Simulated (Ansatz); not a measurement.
**Ansatz (a quantum-chemistry and plane-wave program) run on ScV2Ga4 (I4mm, 7 atoms in the cell): self-consistent single point**

Method: PBEsol, default PAW files made with PBE (plane waves; Ansatz).

The input file:

Ansatz 0.2 input:
```yaml
crystal:
  lattice:
    - [-3.236846, 3.236846, 2.582138]
    - [3.236846, -3.236846, 2.582138]
    - [3.236846, 3.236846, -2.582138]
  atoms:
    - { symbol: Sc, position: [0.009682, 0.009682, 0.000000] }
    - { symbol: V, position: [0.750000, 0.250000, 0.500000] }
    - { symbol: V, position: [0.250000, 0.750000, 0.500000] }
    - { symbol: Ga, position: [0.300870, 0.300870, 0.601740] }
    - { symbol: Ga, position: [0.699130, 0.699130, 0.398260] }
    - { symbol: Ga, position: [0.300870, 0.699130, 0.000000] }
    - { symbol: Ga, position: [0.699130, 0.300870, 0.000000] }
basis:
  ecutwfc: 420.0
kpoints:
  mp_grid:
    grid: [4, 4, 4]
hamiltonian:
  xc: pbesol
  pseudopotentials:
    kind: paw
scf:
  occupations:
    method: gaussian
    width: 0.1
output:
  forces: true
  eigenvalues: true
  stress: true
```

Log, with long lists cut:

```
WARN ansatz: RAYON_NUM_THREADS=1 ignored (pool sized by the plan → 1); use --threads N
Pseudopotentials: kind: paw
Pseudopotential: Sc, paw, valence charge 11
Pseudopotential: V, paw, valence charge 13
Pseudopotential: Ga, paw, valence charge 13
Crystal: 7 atoms, lattice volume = 108.214 Å³
Basis set: ecut = 420 eV, 2121 PW (Γ), exchange–correlation on 72×72×72 points (8 copies of the dense FFT grid, shifted against one another)
Bands: 54, of which v1, the nominal top of the filled ones, is band 45 counted from 1 (44 counted from 0)
Symmetry: 8 space group operations
Space group: I4mm (ITA 107), of the structure as read, at distance tolerance 4.8e-5 Å
k-points: 13 of 64 (time reversal used)
PAW frozen core: Sc, regenerated for the run's functional, and the local potential with it
PAW frozen core: V, regenerated for the run's functional, and the local potential with it
PAW frozen core: Ga, regenerated for the run's functional, and the local potential with it
Initial density: superposition of atomic densities (neutral atoms: chi_scale 0, normalization atom), corrected by the library's trained network
Initial wavefunctions: pseudopotential atomic-orbital guess
Eigensolver: davidson
Functional: x = pbesol(κ = 0.804, μ = 0.12345679012345678), c = pbesol(β = 0.046)
SCF iter   1: F=—  HF=-22857.963298 eV  |F-HF|=—  |Δ(HF+E_count)|=         —  Δρ=1.17e-2  dr2=1.79e-1  ethr=1.77e-3  ⟨swp⟩=6.0  Hψ=2303  notcnv=0
all-band conjugate gradients solve this SCF's bands
preconditioner: auto → Kerker (q_TF=auto, 2.641 Å⁻¹)
SCF iter   2: F=—  HF=-22857.942696 eV  |F-HF|=—  |Δ(HF+E_count)|=   2.06e-2  Δρ=4.87e-3  dr2=3.82e-2  ethr=2.01e-4  ⟨swp⟩=2.0  Hψ=902  notcnv=0  defer=35
SCF iter   3: F=—  HF=-22857.938971 eV  |F-HF|=—  |Δ(HF+E_count)|=   3.73e-3  Δρ=8.54e-4  dr2=9.15e-4  ethr=4.29e-5  ⟨swp⟩=2.0  Hψ=750  notcnv=0  defer=35
SCF iter   4: F=—  HF=-22857.938760 eV  |F-HF|=—  |Δ(HF+E_count)|=   2.11e-4  Δρ=3.69e-4  dr2=1.58e-4  ethr=1.03e-6  ⟨swp⟩=2.0  Hψ=1084  notcnv=0  defer=35
SCF iter   5: F=—  HF=-22857.938734 eV  |F-HF|=—  |Δ(HF+E_count)|=   2.69e-5  Δρ=1.20e-4  dr2=1.48e-5  ethr=1.78e-7  ⟨swp⟩=2.0  Hψ=1085  notcnv=0  defer=35
SCF iter   6: F=—  HF=-22857.938739 eV  |F-HF|=—  |Δ(HF+E_count)|=   5.11e-6  Δρ=2.56e-5  dr2=5.99e-7  ethr=1.66e-8  ⟨swp⟩=2.4  Hψ=1130  notcnv=0  defer=35
SCF iter   7: F=-22857.938739 eV  HF=-22857.938739 eV  |F-HF|=5.89e-8  |Δ(HF+E_count)|=   7.28e-8  Δρ=7.94e-6  dr2=9.48e-8  ethr=1.12e-10  ⟨swp⟩=8.2  Hψ=2994  notcnv=0
SCF 1 converged in 7 iterations: F = -22857.938739 eV  dr2 = 9.48e-8
SCF converged after 7 iterations
Free energy (F): -22857.938739 eV
Harris-Foulkes:  -22857.938739 eV  (|F-HF|=5.89e-8)
Internal energy: -22857.916903 eV  (E = F + TS)
E sigma→0 (E₀):  -22857.927821 eV
Entropy (-TS):   -0.021836 eV (-3.119 meV/atom)
Fermi energy:    13.236766 eV
--- Per-component energies (eV) ---
  E_band       = -461.180608
  E_kinetic    = 1402.642235
  E_local      = -9476.211098  (includes V_loc(G=0)·N_el)
  E_nonlocal   = 1692.759744
  E_hartree    = 4380.372809
  E_xc         = -642.240653
  E_vxc        = -698.260994  (∫ρ·V_xc dr)
  E_paw        = -10895.417071  (= ΣΔE_a)
  E_vpaw       = -2142.869082  (= ΣTr[D̂ρ^β])
  E_aug_tail   = 0.000112  (compensation charges beyond the density's cutoff)
  E_ewald      = -9323.703277
  E_core_change = 3.880295  (= ΣΔE_core)
  E_smearing   = -0.021836  (= −TS)
  E_closure    = 0.000000  (closes the sum)
  Σ components = -22857.938739   (vs F -22857.938739, Δ=0.00e0)
--- Forces (eV/Å), atoms counted from 1 ---
  atom   1  Sc    -0.00000000     0.00000000    -0.16408398
  atom   2  V      0.00000000    -0.00000000     0.04133517
  atom   3  V     -0.00000000     0.00000000     0.04133517
  atom   4  Ga     0.00876868     0.00876868     0.02034936
  atom   5  Ga    -0.00876868    -0.00876868     0.02034936
  atom   6  Ga    -0.00876868     0.00876868     0.02034936
  atom   7  Ga     0.00876868    -0.00876868     0.02034936
  max |Σ_I F_I| component: 1.62e-5 eV/Å
--- Stress (GPa, compression-positive) ---
       -3.286197       0.000000      -0.000000
        0.000000      -3.286197       0.000000
       -0.000000       0.000000      -3.758090
  P = ⅓ Tr σ = -3.4435 GPa (-34.435 kbar)
  The stress holds the Pulay correction. Without it, at fixed plane waves, as pw.x and ABINIT print it: P = -3.4902 GPa
--- Band table (eV; the first three rows and the last of 13) ---
  k-point 0: bands = ["-50.5403", "-50.4499", "-35.9277", "-24.7680", "-24.5239", "-24.5239", "-24.4458", "-24.4458", "-24.1247", "-14.7173", "-14.6610", "-14.6610", "-1.5500", "-1.5197", "-1.4878", "-1.4875", "-1.4150", "-1.4150", "-1.4133", [...]
  k-point 1: bands = ["-50.5403", "-50.4499", "-35.9277", "-24.7684", "-24.5253", "-24.5238", "-24.4459", "-24.4456", "-24.1248", "-14.7173", "-14.6627", "-14.6611", "-1.5314", "-1.5077", "-1.4788", "-1.4619", "-1.4399", "-1.4080", "-1.4064", [...]
  k-point 2: bands = ["-50.5403", "-50.4499", "-35.9277", "-24.7688", "-24.5267", "-24.5237", "-24.4459", "-24.4454", "-24.1248", "-14.7173", "-14.6644", "-14.6611", "-1.5113", "-1.4872", "-1.4864", "-1.4561", "-1.4207", "-1.4001", "-1.3970", [...]
  k-point 12: bands = ["-50.5402", "-50.4499", "-35.9276", "-24.7694", "-24.5267", "-24.5267", "-24.4455", "-24.4455", "-24.1249", "-14.7176", "-14.6637", "-14.6637", "-1.5261", "-1.4934", "-1.4930", "-1.4930", "-1.4161", "-1.4161", "-1.3962", [...]
```

The run converged in 7 iterations.

The starting cell comes from a database of computed structures (which also holds hypothetical and non-ambient phases and stackings), without a prior relaxation at this level. Its lattice was rescaled by up to half a per cent. One atom was moved a little off its site on purpose. Spin polarisation is off. With a pressure of about -3 GPa the cell is away from its equilibrium volume at this level. Ansatz's pressure includes its estimate of the finite-basis (Pulay) stress.
